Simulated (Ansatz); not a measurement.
Results of PBEsol (Ansatz, a quantum-chemistry and plane-wave program, PAW) for CdTe (model structure, within 0.1 Å of Fm-3m, No. 225, 8 atoms in the cell).

Numerical settings: plane-wave cutoff 520 eV, 6×14×12 k mesh (along the axes of the cell as run), Fermi–Dirac smearing 0.05 eV, scalar-relativistic PAW data made under PBE.

Cell (relaxed at this level):

```
CELL_PARAMETERS angstrom
     12.00700     0.00000     0.00000
      0.00000     4.24000     0.00000
      0.00000     0.00000     4.24044
ATOMIC_POSITIONS crystal
  Cd 0.12500 0.25000 0.25008
  Cd 0.37500 0.75000 0.75008
  Cd 0.87500 0.75000 0.74992
  Cd 0.62500 0.25000 0.24992
  Te 0.87500 0.25000 0.24994
  Te 0.62500 0.75000 0.74994
  Te 0.12500 0.75000 0.75006
  Te 0.37500 0.25000 0.25006
```

**Question.** Predict the bulk modulus.

**Answer.** 
- bulk modulus: 56.2 GPa

The run finds no gap.

Note: the bulk modulus is −V dP/dV from two relaxed cells at ±2 % in volume.

Spin–orbit coupling is not included; it can open a gap where bands touch, and shift volumes and moduli.

The result took around 70 core-minutes (rough).

A model structure was made by putting elements into a prototype or built by hand; it is no filed structure, need not be a known phase, and can be a saddle point held by its symmetry.
